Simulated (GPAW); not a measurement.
GPAW run on NaF (Fm-3m, 2 atoms in the cell): self-consistent single point.

Method of the run: LDA (Perdew-Wang 92), GPAW PAW datasets LDA (gpaw-data 1.0.1) (plane waves; GPAW).

```xyz
2
Lattice="0.0000 2.2905 2.2905 2.2905 0.0000 2.2905 2.2905 2.2905 0.0000" Properties=species:S:1:pos:R:3 pbc="T T T"
Na     0.0000     0.0000     0.0000
F      2.2905     2.2905     2.2905
```

Reference input (self-consistent single point, DFT PBE, plane waves, GPAW PAW datasets PBE (gpaw-data 1.0.1)): mode = pw; ecut = 950 eV; xc = PBE; kpts = 6 6 6; mesh shift (steps) = 0 0 0; occupations.name = fermi-dirac; occupations.width = 0.02 eV; nbands = -8; convergence.forces = 0.001 eV/Å; convergence.bands = -6; symmetry.symmorphic = false; symmetry.tolerance = 0.0005. This run's input differs from it in these lines:

```diff
@@ -13,3 +13,3 @@
 calc = GPAW(mode={'name': 'pw', 'ecut': 950},
-            xc='PBE',
+            xc='LDA',
             kpts={'size': (6, 6, 6), 'gamma': True},
```

Its files differ too (potentials: GPAW PAW datasets LDA (gpaw-data 1.0.1)).

Output, abridged:

```
     iter     time        total  log10-change:
                         energy   eigst   dens  force
iter:   1 --:--:--    -9.810546   +1.15
iter:   2 --:--:--    -9.696361   -0.38  -1.26
iter:   3 --:--:--    -9.385986   -1.21  -1.30
iter:   4 --:--:--    -9.355672   -3.15  -1.50
iter:   5 --:--:--    -9.352173   -3.25  -1.81
iter:   6 --:--:--    -9.361360   -2.68  -2.77
iter:   7 --:--:--    -9.351773   -2.56  -2.27
iter:   8 --:--:--    -9.351659   -4.48  -3.20
iter:   9 --:--:--    -9.351587c  -4.69  -3.36
iter:  10 --:--:--    -9.351581c  -5.42  -3.83
iter:  11 --:--:--    -9.351581c  -8.00c -4.81c
iter:  12 --:--:--    -9.351581c  -7.64c -5.13c -22.59c
Converged after 12 iterations.

Dipole moment: (0.000000, -0.000000, -0.000000) |e|*Ang

Energy contributions relative to reference atoms: (reference = -7097.667336)

Kinetic:        +10.039060
Potential:       -9.458355
External:        +0.000000
XC:              -9.874347
Entropy (-ST):   -0.000000
Local:           -0.057939
SIC:             +0.000000
--------------------------
Free energy:     -9.351581
Extrapolated:    -9.351581

Showing only first 2 kpts
 Kpt  Band  Eigenvalues  Occupancy
  0     5     -2.01519    2.00000
  0     6     -2.01519    2.00000
  0     7      4.14029    0.00000
  0     8     16.78461    0.00000

  1     5     -2.13308    2.00000
  1     6     -2.13308    2.00000
  1     7      5.39366    0.00000
  1     8     14.02845    0.00000

Fermi level: -0.12645

Gap: 6.155 eV
Transition (v -> c):
  (s=0, k=0, n=6, [0.00, 0.00, 0.00]) -> (s=0, k=0, n=7, [0.00, 0.00, 0.00])
No difference between direct/indirect transitions
Energy (eV): -9.351581

Forces in eV/Ang:
  0 Na    0.00000    0.00000    0.00000
  1 F     0.00000    0.00000    0.00000

Stress tensor:
     0.021411    -0.000000    -0.000000
    -0.000000     0.021411    -0.000000
    -0.000000    -0.000000     0.021411
Stress (GPa, Voigt): [ 3.4304  3.4304  3.4304 -0.     -0.     -0.    ]
```

The run converged in 12 iterations. GPAW prints stress with tension positive. Against the reference run the gap on the mesh goes from 6.522 to 6.155 eV.

At such cutoffs GPAW's stress carries a finite-basis (Pulay) error, which enters relaxed cells too; its log prints stress with tension positive.

The starting cell comes from a database of computed structures (which also holds hypothetical and non-ambient phases and stackings), without a prior relaxation at this level. Its lattice was rescaled by a random factor within 2.5 % of one.
